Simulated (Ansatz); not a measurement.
**Effect of biaxial strain −0.38 %, plane normal [001], relaxed out of plane on hypothetical rock salt YSi**

The parent structure is YSi in the rock salt structure (space group Fm-3m, No. 225; a = 5.837 Å; a hypothetical phase, not in the database extracts checked; relaxed with 0.1 eV smearing). Axes: x, y, z lie along the cube axes.

It is then changed as follows: compressive biaxial strain of 0.38 % in the plane normal to [001], as in epitaxy on a mismatched substrate; the out-of-plane cell vector and the atoms relax.

The values are results of Ansatz (a quantum-chemistry and plane-wave program) r2SCAN, no SOC, earlier PAW set, not measurements. Γ-centred 17×17×17 mesh, Fermi–Dirac width 0.1 eV.

- Space group = I4/mmm (No. 139) (base Fm-3m (No. 225))
- Shortest interatomic distance = 2.908 Å (base 2.919 Å)
- Energy relative to the base (free energy F) = +0.4 meV/atom
- Pressure (mean of the normal stresses, compression positive) = 0.5 GPa (base 0.0 GPa)
- Band gap = zero (base zero)
- Out-of-plane strain = +0.09 %
- Mean in-plane stress (compression positive) = +0.7 GPa

Stability against distortions was not tested. All final runs are without spin polarisation. An odd electron count without spin: YSi. YSi has a high density of states at the Fermi level and may be magnetic at this level.
